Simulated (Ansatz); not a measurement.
Take ScAl3 in the Cu3Au type structure (space group Pm-3m, No. 221; a = 4.0725 Å; relaxed with 0.1 eV smearing) as the base. Axes: x, y, z lie along the cube axes.

The values are results of DFT with PBEsol, PAW potentials and a 420 eV plane-wave cutoff in Ansatz (a first-principles code), no spin-orbit coupling, not measurements.

Modification: the cell is stretched by 1.80 % along z with no lateral relaxation; the atoms relax in the strained cell.

### Question
Predict the stress tensor and what it implies for the stiffness.

### Answer
Stress of the strained cell less that of the base (GPa, compression positive):
```
   -0.7     0.0     0.0
    0.0    -0.7     0.0
    0.0     0.0    -3.2
```

Then −Δσ_ii/ε with ε = 0.0180 gives secant stiffness values (nonlinear terms included at this strain): C33 ≈ 180 GPa, C13 ≈ 39 GPa and C23 ≈ 39 GPa.

No phonon test of stability was made. All final runs are without spin polarisation.
